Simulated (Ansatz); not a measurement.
Start from GaN in the NiAs type structure (space group P6_3/mmc, No. 194; a = 2.9687 Å, c = 5.0409 Å; a model cell, its experimental status unchecked).

Perturbation: every lattice vector is stretched by 0.41 %; the atoms relax in the strained cell.

Levels (all Ansatz, a first-principles code, PAW): PBEsol (420 eV, spin-orbit coupling left out); HSE06 (420 eV, without spin-orbit coupling).

The geometry is relaxed with PBEsol.

* **PBEsol band gap**: 1.14 eV

With HSE06 at the same geometry, the band gap increases by 1.418 eV (1.14 eV → 2.55 eV).

Single points use the geometry relaxed with PBEsol. HSE06 was sampled on its mesh, a few special points and the semilocal edge points, so its gap is an upper bound. Stability against distortions was not tested. This is not the structure that GaN has at room temperature and ambient pressure.
